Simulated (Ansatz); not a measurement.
Cost and result by functional for the surface energy of the (100) surface of anatase TiO2 in its 1x1 cell (cut with top plane 4 O + 2 Ti, bottom plane 4 O + 2 Ti), outermost plane spacing 1.90 Å in the ideal cut, in Ansatz (plane waves, PAW). Single points on the PBE structure, on one kind of machine; costs are rough ratios of the slab run's core time (references not counted) to the cheapest single point. r2SCAN's cost holds its higher cutoff (500 against 420 eV). Differences are taken against r2SCAN for comparison alone: no measured value is at hand, so the table doesn't rank accuracy.

Model: 42-atom slab, O28Ti14, 11.4 Å thick at the start, 7x3x1 mesh, Fermi-Dirac 0.025 eV, dipole correction, all atoms relaxed; held to the start's symmetry, so lower structures may exist; no spin, no spin-orbit, no U. These notes are the PBE run's.

```tsv
functional	relative cost	surface energy (J/m²)	less r2SCAN (J/m²)
RPBE	1	0.39	-0.45
PBEsol	1	0.76	-0.09
LDA	1	0.97	0.12
r2SCAN	2	0.85	0.00
PBE (the relaxed run's value)	–	0.59	-0.25
```

The values span 0.57 J/m², while the single points' costs differ by a factor of roughly 2. Differences are of unrounded values.

Ansatz is a first-principles code.
